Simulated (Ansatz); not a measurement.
Bulk modulus (GPa) of solids drawn from the class of intermetallic compounds, at two levels: PBE (plane waves, PAW; Ansatz, a program for electronic structure), and PBE-D3(BJ) (Ansatz, PAW).

| solid | PBE | PBE-D3(BJ) |
|---|---|---|
| fluorite AuAl2 | 105 | 115 |
| CsCl-type PdIn | 109 | 129 |
| L1₀ (CuAu-type) FePt | 201 | 221 |
| L1₂ (Cu3Au-type) Pt3Ti | 235 | 260 |
| L1₂ (Cu3Au-type) Al3Sc | 86.6 | 94.3 |
| L1₀ (CuAu-type) TiAl | 113 | 123 |
| L1₂ (Cu3Au-type) Ni3Fe | 195 | 212 |
| L1₂ (Cu3Au-type) Cu3Au | 142 | 166 |
| fluorite PtAl2 | 129 | ? |
| L1₂ (Cu3Au-type) Ni3Al | 182 | 199 |

**Question.** Estimate the withheld PBE-D3(BJ) value from the other rows.

**Answer.** One way: carry over the typical ratio. The ratios PBE-D3(BJ) / PBE of the other rows, in order: 1.087, 1.088, 1.089, 1.093, 1.095, 1.100, 1.106, 1.169, 1.183; median 1.095. Fluorite PtAl2: 129 × 1.095 = 141 GPa; the run gives 140 GPa. The ratios spread from 1.087 to 1.183, so such an estimate is rough. Fluorite PtAl2 lies outside that spread.

Of 10 rows, PBE-D3(BJ) is the larger in 10 and the smaller in 0.

Ansatz's runs of these crystals have no spin polarisation, but for L1₀ (CuAu-type) FePt, L1₂ (Cu3Au-type) Ni3Fe, L1₂ (Cu3Au-type) Ni3Al.

Density-functional runs with spin start from parallel moments for L1₀ (CuAu-type) FePt, parallel moments for L1₂ (Cu3Au-type) Ni3Fe, parallel moments for L1₂ (Cu3Au-type) Ni3Al.

Spin–orbit coupling is left out, also for the solids with elements from indium on (fluorite AuAl2, CsCl-type PdIn, L1₀ (CuAu-type) FePt, L1₂ (Cu3Au-type) Pt3Ti, L1₂ (Cu3Au-type) Cu3Au, fluorite PtAl2); its size isn't shown.

In Ansatz's fits of the non-cubic solids, shape and atoms are relaxed at each volume.

Each level is taken at its own relaxed cell. Ansatz's density-functional and Hartree–Fock values are scalar-relativistic unless marked +SOC, with PAW data made under PBE.
